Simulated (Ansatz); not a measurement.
## Pressure series in hypothetical cubic perovskite CaSnSe3

Consider CaSnSe3 in the cubic perovskite structure (space group Pm-3m, No. 221; a = 5.212 Å; a hypothetical phase, not in the database extracts checked).

Cell and atoms are relaxed at each pressure.

Computed with PBEsol (Ansatz, an electronic-structure program), no spin-orbit coupling.

```tsv
P (GPa)	V (Å³/atom)
-2.00	29.575
-1.01	28.907
0.30	28.148
0.70	27.938
1.49	27.543
3.00	26.871
5.00	26.098
7.50	25.276
10.00	24.571
```

**Question.** Fit a third-order Birch–Murnaghan equation of state.

**Answer.** Least squares on P(V) = (3B₀/2)[(V₀/V)^(7/3) − (V₀/V)^(5/3)]·[1 + (3/4)(B₀′ − 4)((V₀/V)^(2/3) − 1)] gives V₀ = 28.31 Å³/atom, B₀ = 51 GPa and B₀′ = 4.6.

Load acts through the strain it causes; cell and atoms are relaxed under it. No phonon test of stability was made. Competing high-pressure phases were not computed. All final runs are without spin polarisation. Many cubic perovskites are stable only at high temperature; tilts and polar distortions were not tested.
